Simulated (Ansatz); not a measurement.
Start from TiAl (space group P4/mmm, No. 123; a = 2.796 Å, c = 4.038 Å; relaxed with 0.1 eV smearing). Axes: x, y, z lie along a, b, c of the conventional cell.

Computed with PBEsol/PAW in Ansatz (an electronic-structure program), spin-orbit coupling left out.

Before the change:

```
Quantity                         Value
-----------------------------  -------
Pressure                       0.0 GPa
Shortest interatomic distance  2.796 Å
```

It is then changed as follows: the cell is compressed by 1.50 % along x with no lateral relaxation, atoms relaxed at fixed cell.

Task: What happens to the pressure, shortest interatomic distance and energy relative to the base?

Result: The pressure (mean of the normal stresses, compression positive) goes from zero to 1.9 GPa; the shortest interatomic distance falls by 0.042 Å, from 2.796 Å to 2.754 Å; the energy goes up by 2.4 meV/atom.

The cells carry an imposed strain or load. Stability against distortions was not tested. The final runs are not spin-polarised.
